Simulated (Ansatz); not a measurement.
The reference is WSe₂ in the 2H-MoS2 type structure (space group P6_3/mmc, No. 194; a = 3.231 Å, c = 12.411 Å; layered, stacked along the Cartesian z axis).

Structures relaxed with PBEsol-D3(BJ)/PAW in Ansatz (a program for electronic structure), no spin-orbit coupling.

Base:

Simulated powder pattern, Cu Kα1, λ = 1.54056 Å (kinematic, ideal powder, no thermal factors, no anomalous dispersion; the 10 strongest lines at most, above 2 %, up to 2θ = 90°):

```
2θ (°)  I/Imax (%)    hkl
------  ----------  -----
14.26           65  (002)
31.96           33  (100)
35.16           12  (102)
38.83          100  (103)
49.02           34  (105)
56.96           26  (110)
59.05           11  (112)
71.08           17  (203)
74.46           12  (116)
87.01           14  (118)
```

It is then changed as follows: hydrostatic tension (pressure −1 GPa).

After the change:

Simulated powder pattern, Cu Kα1, λ = 1.54056 Å (kinematic, ideal powder, no thermal factors, no anomalous dispersion; the 10 strongest lines at most, above 2 %, up to 2θ = 90°):

```csv
2θ (°),d (Å),I/Imax (%),hkl
14.13,6.263,69,(002)
31.86,2.807,33,(100)
35.01,2.561,12,(102)
38.62,2.329,100,(103)
48.68,1.869,36,(105)
56.77,1.620,26,(110)
58.81,1.569,11,(112)
70.77,1.330,17,(203)
73.99,1.280,12,(116)
86.33,1.126,15,(118)
```

The indices refer to the base's conventional cell; one index is shown for lines that coincide.

Load acts through the strain it causes; cell and atoms are relaxed under it. Stability against distortions was not tested.
